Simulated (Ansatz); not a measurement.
System: interstitial Cu in alpha cristobalite (charge state +1). These are PBE, PAW (plane waves to 420 eV; Ansatz, a quantum-chemistry and plane-wave program) values and carry that method's errors.

96-site cell at the relaxed PBE lattice, the Γ point alone, smearing 0.01 eV, spin-restricted, no finite-size correction. Static, classical nuclei. The host's phase is taken as given; its stability against other phases was not computed. The charge state is imposed; whether it is stable for some Fermi level was not computed. Sites that were not tried may lie lower.

Barriers: single points on a 2×2×2 k-point mesh shifted by half a step at the bands' geometries.

The step: several atoms move together, Cu the farthest. Atoms about the jump, Cartesian Å from the middle of the jump, before and after:

```tsv
atom	x0	y0	z0	x1	y1	z1
Cu1	-0.07	1.27	-0.09	0.07	-1.27	0.09
O2	-0.83	0.22	1.30	-0.79	-0.19	1.39
O3	2.64	0.84	-0.33	2.59	0.85	-0.32
O4	0.82	-2.44	-1.36	0.83	-2.33	-1.30
O5	-0.03	-0.73	-3.19	-0.05	-0.74	-3.24
O6	0.79	2.36	-1.39	0.80	2.45	-1.40
Si7	-0.19	-2.24	-2.62	-0.20	-2.23	-2.66
Si8	-2.42	-0.14	0.88	-2.41	-0.21	0.91
Si9	2.83	-0.19	0.93	2.86	-0.14	0.93
O10	-2.76	0.87	-0.36	-2.61	0.86	-0.27
Si11	2.41	2.34	-0.91	2.34	2.36	-0.89
O12	1.70	0.10	2.08	1.73	0.06	2.10
```

Task: Predict the transition state.

Result: 
```csv
atom,x,y,z
Cu1,0.33,-0.03,-0.68
O2,-0.70,0.08,1.16
O3,2.39,0.80,-0.31
O4,0.85,-2.26,-1.21
O5,-0.01,-0.64,-3.01
O6,0.74,2.40,-1.44
Si7,-0.13,-2.22,-2.54
Si8,-2.32,-0.12,0.76
Si9,2.85,-0.14,0.98
O10,-2.60,0.88,-0.49
Si11,2.29,2.34,-0.90
O12,1.75,0.07,2.16
```
It lies 0.20 eV above the start and 0.20 eV above the end. The saddle point's order was not checked.
